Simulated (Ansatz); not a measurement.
Consider Cu vacancy in kesterite Cu2ZnSnS4, charge state -1. The step: one Cu atom jumps into the vacancy from a nearby Cu site; the atom moves 3.79 Å along (0.00, -0.49, -0.25) of the unit cell; the moving atom starts with neighbours S at 2.28, S at 2.33, S at 2.34, S at 2.34 Å and ends with 2 S at 2.31, S at 2.34, S at 2.35 Å. A PBE band in Ansatz (plane-wave PAW, one k-point at (0.250, 0.250, 0.250), 64 host sites, 47 SCF runs with any check of the saddle's order, static, no finite-size correction) gives a forward barrier of 1.04 eV. The saddle point's order was not checked. The charge state is imposed; whether it is stable for some Fermi level was not computed. Forms of the defect that were not tried may lie lower.

Single points at the band's start and saddle point can refine it. Rough cost of one point, in units of the band's mean SCF on the same machine:

```tsv
Level	Cost of one point
PBE, a 2×2×2 k-point mesh shifted by half a step	about 5
r2SCAN at 500 eV, one k-point at (0.250, 0.250, 0.250)	about 3
```

Which of these move the barrier by more than 0.1 eV, and how far does each move it?

Not one does. PBE, a 2×2×2 k-point mesh shifted by half a step: +0.01 eV; r2SCAN at 500 eV, one k-point at (0.250, 0.250, 0.250): +0.02 eV. Each functional is compared with PBE at the same k-points.

Ansatz is an electronic-structure program.
